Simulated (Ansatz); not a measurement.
Take NiSi2 (space group Fm-3m, No. 225; non-magnetic) as the base.

```xyz
3
Lattice="0.0000 2.6935 2.6935 2.6935 0.0000 2.6935 2.6935 2.6935 0.0000" Properties=species:S:1:pos:R:3 pbc="T T T"
Ni     0.0000     0.0000     0.0000
Si     1.3467     1.3467     1.3467
Si     4.0402     4.0402     4.0402
```

Level of theory: r2SCAN in Ansatz (plane waves to 500 eV, PAW, no spin-orbit coupling).

For the base:

| Quantity | Result |
|---|---|
| Volume per atom | 13.03 Å³ |
| Magnetic state | non-magnetic |
| Largest site moment | 0.00 μB |

The change: every Ni is replaced by V, then cell and atoms are relaxed.

Question: What happens to the volume per atom, magnetic state and largest site moment?

Answer: The volume per atom increases by 2.89 Å³ (13.03 Å³ → 15.92 Å³); the magnetic state changes from non-magnetic to ferromagnetic; the largest site moment goes from zero to 1.79 μB.

The magnetic state is the one reached from the starting moments; the real material's order can differ, and small cells can't hold many antiferromagnetic ones. No phonon test of stability was made. As relaxed here, VSi2 is a hypothetical phase, not in the database extracts checked. Starting moments died away, wholly or in part, for the base; another magnetic solution may exist. Spin-polarised in the final run: VSi2; the other runs are not.

Ansatz is an electronic-structure program.
